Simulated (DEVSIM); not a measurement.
System: abrupt Si n-p junction, at 350 K.

| layer (left to right) | material | thickness (μm) | Nd (cm⁻³) | Na (cm⁻³) | τn (s) | τp (s) |
|---|---|---|---|---|---|---|
| 1 | Si | 0.270 | 1.9e18 | - | 1.3e-5 | 1.3e-5 |
| 2 | Si | 3.00 | - | 3.5e16 | 1.3e-5 | 1.3e-5 |

Left contact: ohmic. Right contact: ohmic. Voltage is applied to the left contact. Recombination: SRH at mid-gap. Mobility is μmin + (μ − μmin)/(1 + (N/Nref)^α).

The device is made up for the run: typed textbook-type constants, with dimensions and the other settings drawn at random. Values at 300 K; Nc and Nv go as T^1.5, mobilities as T to minus their exponent, the gap by Varshni's rule with the affinity fixed.

| parameter | Si |
|---|---|
| gap (eV) | 1.124 |
| affinity (eV) | 4.05 |
| permittivity | 11.7 |
| Nc (cm⁻³) | 2.86e19 |
| Nv (cm⁻³) | 3.1e19 |
| μn (cm²/Vs) | 1417 |
| μp (cm²/Vs) | 470 |
| μn,min | 52 |
| μp,min | 45 |
| Nref,n | 9.7e16 |
| Nref,p | 2.2e17 |
| αn | 0.68 |
| αp | 0.72 |
| T exponent of μn | 2.3 |
| T exponent of μp | 2.2 |
| Varshni α (eV/K) | 0.000473 |
| Varshni β (K) | 636 |

Model (solved in DEVSIM): 1D drift-diffusion, Boltzmann statistics, complete ionisation; no tunnelling, impact ionisation, image-force lowering or self-heating.

The temperature was swept, all else fixed.

```csv
temperature (K),dark forward voltage at 1 A/cm² (V),potential step across the device at zero bias (V),dark forward voltage at 100 A/cm² (V)
250,0.719,0.943,0.821
300,0.615,0.878,0.738
350,0.509,0.810,0.652
400,0.400,0.739,0.565
450,0.290,0.666,0.475
500,?,0.590,?
```

Question: Fill in the missing entries.

Answer: 
- 500, dark forward voltage at 1 A/cm² (V): 0.178
- 500, dark forward voltage at 100 A/cm² (V): 0.384
